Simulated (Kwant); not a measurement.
System: wire with an antidot in a GaN two-dimensional gas. Effective mass 0.22 mₑ, grid spacing 10 nm, hard walls, nominal width 300 nm (29 grid rows, so walls 300 nm apart), one parabolic valley, scattering region 900 nm long along x; energies count from the band bottom; Fermi energy swept from 9.4957e-06 to 0.000767 eV. Hard-wall hole of radius 58 nm, 0 nm off the axis.

Constants are typed, rounded textbook-type inputs, not results; the design itself was drawn at random and stands for no fabricated device.

Model: effective-mass tight-binding model on a square grid, one spin, coherent transport at 0 K (Kwant). Conductance is in e²/h.

```
E (meV)         A        B       C        D
--------  -------  -------  ------  -------
0.009496        0        0       0        0
0.05341   0.00066  0.00036  0.0016  0.00013
0.09732     0.028   0.0054    0.14  0.00083
0.1412       0.26    0.077    1.46   0.0090
0.1852       1.45     0.42    1.96    0.056
0.2291       1.91     1.48    2.00     0.19
0.2730       1.99     1.88    2.00     0.74
0.3169       2.00     1.98    2.00     1.48
0.3608       2.00     1.99    2.00     1.80
0.4047       2.00     2.00    2.03     1.95
0.4486       2.00     2.00    2.12     1.98
0.4925       2.01     2.00    2.72     1.99
0.5365       2.03     2.00    3.46     2.00
0.5804       2.09     2.00    3.88     2.00
0.6243       2.33     2.01    3.98     2.00
0.6682       3.05     2.04    4.00     2.00
0.7121       3.51     2.10    4.00     2.00
0.7670       3.89     2.36    4.00     2.00
```

Q: Column A is the base. The others each differ by one change: effective mass 0.22 → 0.13 mₑ; effective mass 0.22 → 0.18 mₑ; effective mass 0.22 → 0.29 mₑ. Which is which?

A: B: effective mass 0.22 → 0.18 mₑ; C: effective mass 0.22 → 0.29 mₑ; D: effective mass 0.22 → 0.13 mₑ.
